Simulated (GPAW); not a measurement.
GPAW run on Ti2SnC (P6_3/mmc, 8 atoms in the cell): self-consistent single point.

Method: PBEsol, GPAW PAW datasets PBEsol (made by gpaw-setup) (plane waves; GPAW 25.7.0).

The change in words: lattice scaled by 0.98. Reference geometry:
```
Ti2SnC
1.0
    3.12262     0.00000     0.00000
   -1.56131     2.70427     0.00000
    0.00000     0.00000    13.48977
Ti Sn C
4 2 2
Direct
  0.33333   0.66667   0.08134
  0.66667   0.33333   0.91866
  0.66667   0.33333   0.58134
  0.33333   0.66667   0.41866
  0.33333   0.66667   0.75000
  0.66667   0.33333   0.25000
  0.00000   0.00000   0.00000
  0.00000   0.00000   0.50000
```

Reference input (self-consistent single point, DFT PBEsol, plane waves, GPAW PAW datasets PBEsol (made by gpaw-setup)): mode = pw; ecut = 950 eV; xc = PBEsol; kpts = 8 8 2; mesh shift (steps) = 0 0 0; occupations.name = fermi-dirac; occupations.width = 0.05 eV; nbands = -14; convergence.forces = 0.001 eV/Å; symmetry.symmorphic = false; symmetry.tolerance = 0.0005; maxiter = 150. This run's input differs from it in these lines:

```diff
@@ -5,5 +5,5 @@
 atoms = Atoms(['Ti', 'Ti', 'Ti', 'Ti', 'Sn', 'Sn', 'C', 'C'],
-              cell=[[3.122617, 0.000000, 0.000000],
-                    [-1.561309, 2.704266, 0.000000],
-                    [0.000000, 0.000000, 13.489772]],
+              cell=[[3.060165, 0.000000, 0.000000],
+                    [-1.530083, 2.650181, 0.000000],
+                    [0.000000, 0.000000, 13.219977]],
               scaled_positions=[[0.333333, 0.666667, 0.081340],
```

The program printed (abridged):

```
     iter     time        total  log10-change:
                         energy   eigst   dens  force
iter:   1 --:--:--   -71.471834
iter:   2 --:--:--   -68.439317   -0.69  -1.16
iter:   3 --:--:--   -63.048403   +0.27  -1.23
iter:   4 --:--:--   -63.080936   -0.80  -1.60
iter:   5 --:--:--   -63.124548   -1.40  -1.66
iter:   6 --:--:--   -63.076371   -1.62  -1.69
iter:   7 --:--:--   -63.109475   -1.80  -1.86
iter:   8 --:--:--   -63.110847c  -2.40  -2.55
iter:   9 --:--:--   -63.109106c  -2.79  -2.62
iter:  10 --:--:--   -63.103615c  -3.08  -2.67
iter:  11 --:--:--   -63.099031c  -3.26  -2.68
iter:  12 --:--:--   -63.099045c  -2.57  -2.85
   [... lines left out ...]
iter:  22 --:--:--   -63.097164c  -6.25  -3.60
iter:  23 --:--:--   -63.097079c  -4.87  -3.66
iter:  24 --:--:--   -63.097083c  -4.99  -3.90
iter:  25 --:--:--   -63.097092c  -5.53  -4.08c
iter:  26 --:--:--   -63.097075c  -6.20  -4.15c
iter:  27 --:--:--   -63.097073c  -6.88  -4.32c
iter:  28 --:--:--   -63.097070c  -7.03  -4.37c
iter:  29 --:--:--   -63.097065c  -7.27  -4.43c
iter:  30 --:--:--   -63.097061c  -6.78  -4.47c
iter:  31 --:--:--   -63.097059c  -7.81c -4.60c
iter:  32 --:--:--   -63.097063c  -6.35  -4.64c
iter:  33 --:--:--   -63.097066c  -7.57c -4.72c -2.69
iter:  34 --:--:--   -63.097067c  -7.68c -5.06c -3.01c
Converged after 34 iterations.

Dipole moment: (-0.000000, -0.000000, 0.000000) |e|*Ang

Energy contributions relative to reference atoms: (reference = -430708.721213)

Kinetic:        +96.659676
Potential:      -86.445430
External:        +0.000000
XC:             -73.365781
Entropy (-ST):   -0.027319
Local:           +0.068128
SIC:             +0.000000
--------------------------
Free energy:    -63.110726
Extrapolated:   -63.097067

Showing only first 2 kpts
 Kpt  Band  Eigenvalues  Occupancy
  0    40     11.40575    0.00514
  0    41     11.40576    0.00514
  0    42     11.41690    0.00412
  0    43     11.60201    0.00010

  1    40     11.40142    0.00561
  1    41     11.40142    0.00561
  1    42     11.51711    0.00056
  1    43     11.51711    0.00056

Fermi level: 11.10772

No gap
   [... lines left out ...]
  2 Ti   -0.00000   -0.00000    0.64920
  3 Ti    0.00000    0.00000   -0.64920
  4 Sn   -0.00000    0.00000   -0.00000
  5 Sn    0.00000   -0.00000   -0.00000
  6 C     0.00000    0.00000    0.00000
  7 C     0.00000    0.00000    0.00000

Stress tensor:
    -0.096664    -0.000000     0.000000
    -0.000000    -0.096664     0.000000
     0.000000     0.000000    -0.117477
Stress (GPa, Voigt): [-15.4872 -15.4872 -18.8219   0.       0.      -0.    ]
```

The run converged in 34 iterations. GPAW prints stress with tension positive. Against the reference run the free energy goes up by 52.8 meV/atom and the largest force goes from 0.067 to 0.649 eV/Å.

At such cutoffs GPAW's stress carries a finite-basis (Pulay) error, which enters relaxed cells too; its log prints stress with tension positive.

The starting cell comes from a database of computed structures (which also holds hypothetical and non-ambient phases and stackings), without a prior relaxation at this level. Its lattice was rescaled by a random factor within 2.5 % of one. For this run, on top of that: lattice scaled by 0.98. Spin polarisation is off.

Cost on one core of a shared machine: roughly 5 min.
